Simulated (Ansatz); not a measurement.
The structure below was relaxed with r2SCAN+rVV10/PAW in Ansatz (a quantum-chemistry and plane-wave program), no SOC.

```
CELL_PARAMETERS angstrom
      3.20336     0.00000     0.00000
     -1.60168     2.77419     0.00000
      0.00000     0.00000     5.94983
ATOMIC_POSITIONS crystal
  Sn 0.00000 0.00000 0.00000
  Pd 0.33333 0.66667 0.32567
  Pd 0.66667 0.33333 0.67433
```

Question: Find the space group and the Wyckoff positions.

Answer: Space group P-3m1 (No. 164); a = b = 3.203 Å, c = 5.950 Å, α = β = 90.00°, γ = 120.00°

```csv
atom,site,symmetry,x,y,z
Sn,1a,-3m.,0.0000,0.0000,0.0000
Pd,2d,3m.,0.3333,0.6667,0.3257
```

Whether these cells are dynamically stable was not tested. The final runs are not spin-polarised. The cell was made from SnSe2 by this change: Se → Pd; the result is a hypothetical phase, not in the database extracts checked.
